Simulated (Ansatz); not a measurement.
Base system: Se (space group P3_121, No. 152; a = 4.507 Å, c = 4.989 Å; made of chains). Axes: x lies along a and z along c of the hexagonal cell.

The values are results of r2SCAN (Ansatz, a first-principles code), no spin-orbit coupling, earlier PAW set, not measurements.

Before the change:

| Property | Result |
|---|---|
| Volume per atom | 29.25 Å³ |
| Electron mass | 0.18 mₑ along c, 0.43 mₑ across (at H) |
| Band gap | 1.33 eV |

Now apply this change: biaxial strain +0.93 %, plane normal [001], relaxed out of plane (Cartesian); in-plane vectors clamped, the third vector and the atoms free.

Problem. What happens to the in-plane stress?

Solution. The mean in-plane stress (compression positive) amounts to -0.1 GPa.

Problem. Predict the new volume per atom.

Solution. The volume per atom grows by 0.46 Å³ (29.25 Å³ → 29.71 Å³).

Problem. How does this affect the electron mass?

Solution. The electron mass changes from 0.18 mₑ along c, 0.43 mₑ across (at H) to 0.19 mₑ out of plane, 0.47 mₑ in plane (at H).

Problem. Predict the new band gap.

Solution. The band gap rises by 0.06 eV to 1.39 eV.

Effective masses come from finite differences of ±0.01 Å⁻¹. No phonon test of stability was made. No dispersion term is included, though the crystal is made of layers, chains or molecules, so its spacings can come out too wide.
